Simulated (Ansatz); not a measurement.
Density of states of Si (Fd-3m) above the conduction band minimum, HSE06 with spin-orbit coupling, rigid bands run with Ansatz (a quantum-chemistry and plane-wave program); cell volume 40.1 Å³.

(energy from edge (eV), 10⁻³ states/eV/cell): (0.006, 23.3); (0.031, 53.5); (0.056, 73.9); (0.081, 91.9); (0.106, 110); (0.131, 130); (0.156, 161); (0.181, 186); (0.206, 206); (0.231, 224); (0.256, 241); (0.281, 257); (0.319, 281); (0.344, 295); (0.369, 308); (0.394, 322); (0.419, 336); (0.444, 348); (0.469, 361); (0.494, 373); (0.519, 385); (0.544, 397); (0.569, 408); (0.594, 422)

Q: What effective density of states at 300 K does this give (∫ g(E) exp(−E/k_BT) dE, both spins, divided by the cell's size)?

A: 2.9e19 cm⁻³, a density-of-states mass of 1.10 mₑ, valleys and band degeneracy included.

Geometry: cell and atoms relaxed with PBEsol.
